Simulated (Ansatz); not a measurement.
System: Sr3P2 (model structure, started from the A-La2O3 type, P-3m1, No. 164, 5 atoms in the cell). Method: HSE06+SOC (PAW; Ansatz, a first-principles code).

Run with plane-wave cutoff 460 eV, 6×6×4 k mesh (along the axes of the cell as run), Fermi–Dirac smearing 0.01 eV, PAW data made under PBE.

Cell (relaxed with PBEsol):

```
CELL_PARAMETERS angstrom
      5.08485     0.00000     0.00000
     -2.54242     4.40361     0.00000
      0.00000     0.00000     6.57601
ATOMIC_POSITIONS crystal
  P  0.33333 0.66667 0.21565
  P  0.66667 0.33333 0.78435
  Sr 0.00000 0.00000 0.00000
  Sr 0.33333 0.66667 0.68656
  Sr 0.66667 0.33333 0.31344
```

### Question
Give the computed band gap and smallest direct gap on the k points sampled.

### Answer

- band gap: 1.18 eV (on the SCF k mesh) (indirect)
- smallest direct gap on the k points sampled: 1.80 eV

Note: the relaxation could raise the start's symmetry but not lower it, so the cell can be a saddle point; cell and atoms aren't relaxed at this level (largest force component 0.06 eV/Å, pressure 1.5 GPa).

Computed values are for the static lattice.

It cost around 20 core-minutes (rough) of CPU time.

A model structure was made by putting elements into a prototype or built by hand; it is no filed structure, need not be a known phase, and can be a saddle point held by its symmetry.
